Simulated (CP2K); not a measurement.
Troubleshooting CP2K: a failed run on Te2MoW3S6 (P3m1, 12 atoms in the cell). The aim is a self-consistent single point with DFT PBEsol, GPW, DZVP-MOLOPT-SR-GTH basis, GTH-PBE potentials (GTH_POTENTIALS).

Cell that was meant: a = 3.2650 Å, b = 3.2650 Å, c = 37.1243 Å, α = 90.00°, β = 90.00°, γ = 120.00°.

Part of the input:

```
        METHOD BROYDEN_MIXING
        ALPHA 0.3
        NBUFFER 8
        BETA 0
      &END MIXING
      &SMEAR ON
        METHOD MARZARI_VANDERBILT
```

Output, abridged:

```
 GLOBAL| Method name                                                        CP2K
 GLOBAL| Project name                                                        scf
 GLOBAL| Run type                                                   ENERGY_FORCE

 TOTAL NUMBERS AND MAXIMUM NUMBERS

   [... lines left out ...]
                        max_scf:                                             100
                        max_diis:                                              4
                        eps_scf:                                        1.00E-06
                        eps_diis:                                       1.00E-01
                        eps_eigval:                                     1.00E-05
                        level_shift [a.u.]:                             0.000000
                        added MOs                                        17    0
                        Mixing method:                            BROYDEN_MIXING
                                                charge density mixing in g-space
                        Smear method:                         MARZARI_VANDERBILT
                        Smearing width (sigma) [a.u.]:                  7.35E-03
                        Accuracy threshold:                             1.00E-10
                        No outer SCF

 *******************************************************************************
 *   ___                                                                       *
 *  /   \                                                                      *
 * [ABORT]                                                                     *
 *  \___/      Mixing employing the Kerker damping factor needs BETA /= 0.0    *
 *    |                                                                        *
 *  O/|                                                                        *
 * /| |                                                                        *
 * / \                                             qs_scf_initialization.F:740 *
 *******************************************************************************

 ===== Routine Calling Stack =====

            3 qs_energies
            2 qs_forces
            1 CP2K
Abort(1) on node 0 (rank 0 in comm 0): application called MPI_Abort(MPI_COMM_WORLD, 1) - process 0
```

### Question
From the messages shown, name the fault and mend the input.

### Answer
The fault is a screening parameter of zero in the density mixing; here the program stops on it instead of giving results. To fix it, leave the parameter to its default or give it a positive value. The program stopped before any SCF iteration.

An input that runs soundly differs in these lines (not the only fix; some lines may just follow from the change or write a value another way):
```diff
-        BETA 0
+        BETA 1.5
```

With that input, the run converged in 30 iterations: free energy E − TS -9532.9302 eV; Fermi level (on the code's own zero) 4.80 eV; pressure -1.42 GPa; largest force (vector length) 0.200 eV/Å (DFT PBEsol, GPW, DZVP-MOLOPT-SR-GTH basis, GTH-PBE potentials (GTH_POTENTIALS)).

On the sound input: the starting cell comes from a database of computed structures (which also holds hypothetical and non-ambient phases and stackings), without a prior relaxation at this level. Its lattice was rescaled by a random factor within 2.5 % of one. Spin polarisation is off. Values carry the incompleteness of an atom-centred basis. The potentials were made for another functional than the one used.
